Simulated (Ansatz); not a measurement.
Relaxation of the outer planes of the (100) surface of rock-salt TiN in its 1x1 cell (cut with top plane N + Ti, bottom plane N + Ti), outermost plane spacing 2.12 Å in the ideal cut.

Method: PBE (plane waves to 420 eV, PAW; Ansatz, an electronic-structure program).

Model: 8-atom slab, N4Ti4, 6.4 Å thick at the start (thin: gaps and levels are the slab's own), 12x12x1 mesh, Fermi-Dirac 0.1 eV, dipole correction, all atoms relaxed; held to the start's symmetry, so lower structures may exist; no spin, no spin-orbit, no U.

```tsv
plane	atoms	bulk spacing to the next (Å)	relaxed spacing (Å)	change (%)	rumpling (Å)
1	N + Ti	2.123	?	?	?
```

**Question.** Some entries are withheld; supply them.

**Answer.** 
- 1, relaxed spacing (Å): 2.089
- 1, change (%): -1.6
- 1, rumpling (Å): 0.17 (N outermost)
